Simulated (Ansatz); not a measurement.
Results of G0W0@PBEsol in Ansatz (plane waves, hard PAW, contour deformation) for Se (R-3, No. 148).

The same calculation (at the measured cell, 27.509 Å³/atom) with different numerical settings; throughout: k mesh 2×2×2:

```csv
run,response cutoff (eV),empty bands,quasiparticle gap on the mesh (eV),quasiparticle gap at Γ (eV),rough time
1,70,403,2.124,3.234,60 core-s
2,105,741,2.150,3.228,3 core-min
3,140,1141,2.156,3.215,8 core-min
4,175,1594,2.158,3.208,20 core-min
```

In the column quasiparticle gap on the mesh (eV) the first row differs from the last by -0.034 and the next to last by -0.002.

The last row is no converged limit: other settings stay fixed.

Spin–orbit coupling is not included.

Ansatz is a program for electronic structure.
